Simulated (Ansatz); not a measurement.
TaGe (model structure, started from the TiAs type, P6₃/mmc, No. 194, 8 atoms in the cell)

Computed with PBEsol in Ansatz (PAW).

Run with plane-wave cutoff 500 eV, 12×12×4 k mesh (along the axes of the cell as run), Fermi–Dirac smearing 0.05 eV, scalar-relativistic PAW data made under PBE.

Cell (relaxed at this level):

```
CELL_PARAMETERS angstrom
      3.65629     0.00000     0.00000
     -1.82815     3.16644     0.00000
      0.00000     0.00000    12.17633
ATOMIC_POSITIONS crystal
  Ta 0.33333 0.66667 0.11647
  Ta 0.66667 0.33333 0.61647
  Ta 0.66667 0.33333 0.88353
  Ta 0.33333 0.66667 0.38353
  Ge 0.00000 0.00000 0.00000
  Ge 0.00000 0.00000 0.50000
  Ge 0.33333 0.66667 0.75000
  Ge 0.66667 0.33333 0.25000
```

- band gap = none

Note: the relaxation could raise the start's symmetry but not lower it, so the cell can be a saddle point.

Spin–orbit coupling is not included.

Computed values are for the static lattice.

A model structure was made by putting elements into a prototype or built by hand; it is no filed structure, need not be a known phase, and can be a saddle point held by its symmetry.

Ansatz is a first-principles code.
